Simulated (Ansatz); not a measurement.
# Several settings converged on LuAu (P4mm, 2 atoms in the cell)

```yaml
crystal:
  lattice:
    - [3.51413, 0.00000, 0.00000]
    - [0.00000, 3.51413, 0.00000]
    - [0.00000, 0.00000, 3.51413]
  atoms:
    - { symbol: Lu, position: [0.50000, 0.50000, 0.51423] }
    - { symbol: Au, position: [0.00000, 0.00000, 0.00000] }
```

Base method: PBEsol, default PAW files made with PBE (plane waves; Ansatz, a program for electronic structure).

Base settings: basis.ecutwfc = 420 eV; kpoints.mp_grid.grid = 9 9 9; hamiltonian.xc = pbesol; hamiltonian.pseudopotentials = {kind: paw} (the program's default PAW files); scf.occupations.method = fermi_dirac; scf.occupations.width = 0.1 eV.

The count of work is k-points × plane waves × bands × iterations; it is no time. 

**The width of Fermi-Dirac smearing**

In this ladder: kpoints.mp_grid.grid = 15 15 15.

Narrow widths need finer meshes than wide ones, so the last steps can hold mesh noise.

Only quantities that move along the ladder and can be compared are tabulated; pressure and forces are left out, as mesh noise rules them at narrow widths.

| scf.occupations.width | free energy less the last step's (meV/atom) | energy extrapolated to zero width less the last step's (meV/atom) |
|---|---|---|
| 1 eV | -1024.50 | 115.25 |
| 0.5 eV | -233.69 | 4.12 |
| 0.3 eV | -75.48 | 3.59 |
| 0.2 eV | -27.39 | 0.80 |
| 0.1 eV | 0.00 | 0.00 |

Widest scf.occupations.width that holds the energy extrapolated to zero width within 2 meV/atom of the last step, with all finer ones: 0.2 eV; the step before is off by 3.6 meV/atom.

Widest scf.occupations.width that holds the free energy within 5 meV/atom: not settled: the last two steps still differ by 27 meV/atom, over half the tolerance, so the ladder does not show it.

The extrapolation to zero width removes most of the smearing's effect on the energy.

**The width of Methfessel-Paxton smearing**

In this ladder: kpoints.mp_grid.grid = 15 15 15; scf.occupations.method = methfessel_paxton.

Narrow widths need finer meshes than wide ones, so the last steps can hold mesh noise.

Only quantities that move along the ladder and can be compared are tabulated; pressure and forces are left out, as mesh noise rules them at narrow widths.

| scf.occupations.width | free energy less the last step's (meV/atom) |
|---|---|
| 1 eV | 8.26 |
| 0.5 eV | -0.47 |
| 0.3 eV | -1.32 |
| 0.2 eV | -0.66 |
| 0.1 eV | -0.18 |
| 0.05 eV | 0.00 |

Widest scf.occupations.width that holds the free energy within 1 meV/atom of the last step, with all finer ones: 0.2 eV; the step before is off by 1.3 meV/atom.

**The mesh under tetrahedron occupations**

In this ladder: scf.occupations.method = tetrahedron; scf.occupations.width = default.

Only quantities that move along the ladder and can be compared are tabulated.

| kpoints.mp_grid.grid | free energy less the last step's (meV/atom) | pressure (GPa) | largest difference of a force vector from the last step's (eV/Å) | count of work / last |
|---|---|---|---|---|
| 4 4 4 | -12.22 | -3.59 | 0.015 | 0.020 |
| 5 5 5 | -3.97 | -2.98 | 0.012 | 0.020 |
| 6 6 6 | 9.70 | -2.91 | 0.000 | 0.043 |
| 7 7 7 | 4.25 | -2.93 | 0.003 | 0.043 |
| 9 9 9 | 0.22 | -3.05 | 0.002 | 0.080 |
| 11 11 11 | 1.15 | -3.07 | 0.001 | 0.13 |
| 14 14 14 | 0.05 | -3.08 | 0.000 | 0.31 |
| 18 18 18 | 0.20 | -3.09 | 0.000 | 0.59 |
| 22 22 22 | 0.00 | -3.09 | 0.000 | 1.0 |

Coarsest kpoints.mp_grid.grid that holds the forces within 0.01 eV/Å of the last step, with all finer ones: 6 6 6, at 0.043 of the last step's count of work; the step before is off by 0.012 eV/Å.

Coarsest kpoints.mp_grid.grid that holds the pressure within 0.1 GPa of the last step, with all finer ones: 9 9 9, at 0.080 of the last step's count of work; the step before is off by 0.17 GPa.

Coarsest kpoints.mp_grid.grid that holds the free energy within 5 meV/atom of the last step, with all finer ones: 7 7 7, at 0.043 of the last step's count of work; the step before is off by 9.7 meV/atom.

On the base run: the starting cell comes from a database of computed structures (which also holds hypothetical and non-ambient phases and stackings), without a prior relaxation at this level. Its lattice was rescaled by up to half a per cent. One atom was moved a little off its site on purpose. In the base run, with a pressure of about -3 GPa the cell is away from its equilibrium volume at this level. Ansatz's pressure includes its estimate of the finite-basis (Pulay) stress.

Left out of this page: 4 runs of the series outside the window shown, repeating another row's setting, or not comparable.

Keys are those of Ansatz 0.2.
